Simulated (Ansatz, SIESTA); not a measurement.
## Code comparison for GaGe3 (P6_3/mmc, 8 atoms in the cell)

Self-consistent single point.

```
GaGe3
1.0
    5.98504     0.00000     0.00000
   -2.99252     5.18320     0.00000
    0.00000     0.00000     5.03495
Ga Ge
2 6
Direct
  0.66667   0.33333   0.25000
  0.33333   0.66667   0.75000
  0.32713   0.16356   0.75000
  0.67287   0.83644   0.25000
  0.16356   0.32713   0.25000
  0.83644   0.67287   0.75000
  0.83644   0.16356   0.75000
  0.16356   0.83644   0.25000
```

Shared settings, as Ansatz (a program for electronic structure) writes them: kpoints.mp_grid.grid = 3 3 4; magnetization.spin_orbit = true; scf.occupations.method = gaussian; scf.occupations.width = 0.0073 Ry. Potentials and cutoffs stand in the table.

| code | model | pressure (GPa) | largest force (eV/Å) | cutoff |
|---|---|---|---|---|
| SIESTA | GGA PBEsol with spin-orbit coupling, numerical atomic orbitals DZP, PseudoDojo PBEsol fully relativistic norm-conserving potentials (rewritten from UPF to PSML) | – | 0.382 | grid 350 Ry |
| Ansatz | PBEsol with spin-orbit coupling, PAW files made with PBE | -3.92 | 0.260 | 30.9 Ry |

A dash marks a value that a program does not give, or that is left out as unsure.

The spread over the programs that give each value: largest force within 0.122 eV/Å.

SIESTA uses small atom-centred bases, whose incompleteness enters pressures, forces and empty levels differently from a plane-wave cutoff.

The shared mesh is coarse (it stands for a supercell whose shortest vector is 18 Å), so the values are not converged in it.

The starting cell comes from a database of computed structures (which also holds hypothetical and non-ambient phases and stackings), without a prior relaxation at this level.

Left out of this page: Elk (not drawn, or without a comparable value).

Keys are those of Ansatz 0.2.
